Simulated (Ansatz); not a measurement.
**A computed series for Sr3AsN: pressure series**

Take Sr3AsN in the anti-perovskite structure (space group Pm-3m, No. 221; a cell from a computed database, its experimental status unchecked) as the base.

```cif
data_AsNSr3
_chemical_formula_sum 'Sr3 As1 N1'
_space_group_name_H-M_alt 'P 1'
_space_group_IT_number 1
_cell_length_a 5.04128
_cell_length_b 5.04128
_cell_length_c 5.04128
_cell_angle_alpha 90.000
_cell_angle_beta 90.000
_cell_angle_gamma 90.000
loop_
_space_group_symop_operation_xyz
  'x, y, z'
loop_
_atom_site_label
_atom_site_type_symbol
_atom_site_fract_x
_atom_site_fract_y
_atom_site_fract_z
_atom_site_occupancy
Sr1 Sr 0.00000 0.50000 0.50000 1
Sr2 Sr 0.50000 0.00000 0.50000 1
Sr3 Sr 0.50000 0.50000 0.00000 1
As1 As 0.00000 0.00000 0.00000 1
N1 N 0.50000 0.50000 0.50000 1
```

Cell and atoms are relaxed at each pressure.

Calculations: DFT with PBEsol, PAW potentials and a 420 eV plane-wave cutoff in Ansatz (a quantum-chemistry and plane-wave program), spin-orbit coupling left out.

Only one of these has no band gap. Which?
A) pressure 7.5 GPa
B) pressure 0.7 GPa
C) pressure −2 GPa
D) pressure 10 GPa
E) pressure 0.3 GPa

D, pressure 10 GPa. Computed: pressure 0.3 GPa: 0.36 eV; pressure 10 GPa: zero; pressure 7.5 GPa: 0.08 eV; pressure −2 GPa: 0.38 eV; pressure 0.7 GPa: 0.35 eV

A case with no gap was solved on a k-mesh chosen for an insulator, which is coarse for it. Load acts through the strain it causes; cell and atoms are relaxed under it. No phonon test of stability was made. Competing high-pressure phases were not computed. All final runs are without spin polarisation. The zero or small gap of Sr3AsN under pressure 10 GPa and Sr3AsN under pressure 7.5 GPa can change with the level of theory.
